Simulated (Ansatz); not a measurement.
The boundary is one mirror-built cell; no search for the lowest one was made.

These are PBE (plane waves, PAW; Ansatz, a program for electronic structure) values and carry that method's errors.

The resistance of the junction is A R = A (h/e²)[1/T − 1/(2N₁) − 1/(2N₂)] a spin, with T the transmission and N₁, N₂ the leads' channels in a cell of area A; the spins conduct in parallel.

Values are means of three energies within 0.05 eV of the Fermi level, on a potential converged at a Fermi-Dirac width of 0.05 eV. Resistances leave out the leads' Sharvin resistance. Spin-orbit coupling is left out.

```
junction                                                                                       AR (10⁻¹⁵ Ω m²)
---------------------------------------------------------------------------------------------  ---------------
Σ11 (113) symmetric tilt boundary in fcc Al                                                                ___
Σ11 (113) symmetric tilt boundary in fcc Al, with one N atom a cell (13.5 Å²) in the boundary             0.58
Σ11 (113) symmetric tilt boundary in fcc Al, with one H atom a cell (13.5 Å²) in the boundary             0.37
```

Problem. What belongs in the gaps?

Solution. 
- Σ11 (113) symmetric tilt boundary in fcc Al, AR (10⁻¹⁵ Ω m²): 0.28
